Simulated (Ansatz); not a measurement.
**BaTe in the rock salt structure (space group Fm-3m, No. 225)**

```yaml
crystal:
  lattice:
    - [0.00000, 3.47072, 3.47072]
    - [3.47072, 0.00000, 3.47072]
    - [3.47072, 3.47072, 0.00000]
  atoms:
    - { symbol: Ba, position: [0.00000, 0.00000, 0.00000] }
    - { symbol: Te, position: [0.50000, 0.50000, 0.50000] }
```

Method: Kohn–Sham DFT with the PBEsol functional, run in Ansatz (a first-principles code) with PAW and 420 eV plane waves, no spin-orbit coupling. Settings: 8×8×8 k-points, 0.05 eV Fermi–Dirac smearing.

```json
{
 "volume_per_atom": "41.81 Å³",
 "density": "5.26 g/cm³",
 "band_gap": "1.46 eV, indirect, Γ → X",
 "electron_mass": "1.3 mₑ along k, 0.26 mₑ across",
 "Hole mass (degenerate bands, along [100])": "0.15, 1.2, 1.2 mₑ",
 "Lowest conduction-band minima above the VBM": "X along ⟨100⟩ 1.46 eV; a point along ⟨111⟩, about 0.2 Å⁻¹ from Γ 2.93 eV",
 "total_energy": "-6383.855 eV/atom (σ→0; compares only within this code and set-up)"
}
```

With Te present, leaving out spin-orbit coupling can change the band edges. Masses are band curvatures over ±0.01 Å⁻¹ around the edge. Along k means along the line from Γ to the band edge. No phonon test of stability was made.
